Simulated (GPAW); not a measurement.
# Equation of state of hcp Sc (space group 194): energy against volume (GPAW, PBE)

```
CELL_PARAMETERS angstrom
      3.25115     0.00000     0.00000
     -1.62557     2.81557     0.00000
      0.00000     0.00000     5.17629
ATOMIC_POSITIONS crystal
  Sc 0.66667 0.33333 0.75000
  Sc 0.33333 0.66667 0.25000
```

Method: PBE, GPAW PAW datasets PBE (gpaw-data 1.0.1) (plane waves; GPAW). Settings: mode = pw; ecut = 780 eV; xc = PBE; kpts = 20 20 11; mesh shift (steps) = 0 0 0; occupations.name = fermi-dirac; occupations.width = 0.05 eV; nbands = -6; convergence.density = 1e-05 e/electron; symmetry.symmorphic = false; symmetry.tolerance = 0.0005; maxiter = 150. The cell above is the first row's. The rows scale it uniformly. In all rows fractional positions and the k mesh are held. E is the free energy at the stated smearing, counted from the lowest row.

```csv
V (Å^3/atom),E (meV/atom)
23.691,6.48
24.207,1.26
24.722,0.00
25.237,2.34
25.752,7.98
26.267,16.61
26.782,27.99
27.297,41.86
27.812,?
```

Fit E of the 8 rows that show it with the third-order Birch-Murnaghan form, a cubic in V^(-2/3). With u = V^(-2/3) - 0.116, the rows have u = 0.005230, 0.003501, 0.001836, 0.000227, -0.001327, -0.002831, -0.004287, -0.005696. Least squares gives E = 2.961 - 2866.1·u + 685844·u² - 1744326·u³. Residuals (row less fit): -0.002, 0.002, 0.000, -0.006, 0.004, -0.001, 0.000, 0.000; standard error 0.004 (degrees of freedom: 4). Its minimum lies at u = 0.002106, so V0 = (0.118106)^(-3/2) = 24.64. There d²E/du² = 1350000 and d³E/du³ = -1.047e7, so B0 = (4/9) × 24.64^(-7/3) × 1350000 × 0.160218 = 54.4 GPa (the last factor turns the table's units into GPa), and B0' = 4 + (2/3) × 0.118106 × (-1.047e7)/1350000 = 3.4. The program's pressures in the fitted runs (not shown) pass through zero at V = 24.64, 0.00 % from this V0.

Problem. Predict the withheld E at V = 27.812 from the fit, and compare with the calculation.

Solution. u = -0.007062, so E = 2.961 - 2866.1 × (-0.007062) + 685844 × (-0.007062)² - 1744326 × (-0.007062)³ = 58.020 meV/atom. The calculation gives 58.01 meV/atom, 0.010 meV/atom below the prediction (under 0.05 % of the range of E in the table). The row lies outside the fitted rows, so this is an extrapolation. From the scatter of the fitted rows alone, a prediction at this place has a standard error of 0.009 meV/atom, so the miss is 1.1 times that.

Carrying the step between the two nearest rows on in a straight line would have given 55.73, off by 2.28; series whose last step already gives the withheld value aren't shown. The scan was laid around a cell of about the measured size, scaled by a guess for this functional; axis ratios and inner coordinates come from that cell. The runs keep the symmetry of the cell, so they don't test it for distortions. The shape of the cell and the inner coordinates aren't relaxed, so V0 and B0 belong to this uniform scaling; a relaxed crystal lies no higher in energy and is usually softer. Cutoffs and mesh are single choices, not tested for convergence of this quantity. Series with a scatter that would blur these digits, or in which a gap closes, are not shown. Nor are scans whose minimum lies at an end fitted in this form.
